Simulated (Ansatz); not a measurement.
The parent structure is PbO2 in the CdI2 type structure (space group P-3m1, No. 164; a hypothetical phase, not in the database extracts checked; layered, stacked along the Cartesian z axis).

```xyz
3
Lattice="3.4047 0.0000 0.0000 -1.7023 2.9485 0.0000 0.0000 0.0000 4.4885" Properties=species:S:1:pos:R:3 pbc="T T T"
Pb     0.0000     0.0000     0.0000
O      0.0000     1.9657     1.0587
O      1.7023     0.9828     3.4299
```

Cartesian axes are those of the cell as printed.

Computed with PBE-D3(BJ) (Ansatz, a first-principles code; PAW; 420 eV plane waves; without spin-orbit coupling).

The change: every lattice vector is shortened by 2.51 %; the atoms relax in the strained cell.

Predict the stress tensor and what it implies for the stiffness.

Stress of the strained cell less that of the base (GPa, compression positive):
```
   8.86    0.00    0.00
   0.00    8.86    0.00
   0.00    0.00    2.30
```

Then B = −ΔP/(ΔV/V₀) with ΔV/V₀ = -0.0734 gives secant stiffness values (nonlinear terms included at this strain): B (at held cell shape, above the free-shape value) ≈ 91 GPa.

As a check, the harmonic strain energy −½ V₀ Δσ:ε is 24 meV/atom; the computed energy rise is 21 meV/atom.

Stability against distortions was not tested.
